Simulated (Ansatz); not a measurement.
The starting structures come from a database of crystals and need not be the phases stable at ambient conditions.

By PBEsol, the system below comes out a metal.

Crystal: TePt (R-3m, not sure to be the ambient phase, 4 atoms a cell, 22.4 Å³ an atom); planes in its conventional cell.

These are PBEsol (plane waves, PAW; Ansatz, an electronic-structure program) values and carry that method's errors.

Ballistic conductance counts the channels of both spins, as a mean over 0.1 eV about the Fermi level; spin-orbit coupling is left out.

| plane | area (Å²) | G/A (10¹⁵ S/m²) |
|---|---|---|
| (001) | 13.6 | 0.66 |
| (101) | 26.4 | … |
| (110) | 45.1 | … |

### Question
What belongs in the gaps?

### Answer

- (101), G/A (10¹⁵ S/m²): 0.77
- (110), G/A (10¹⁵ S/m²): 0.78
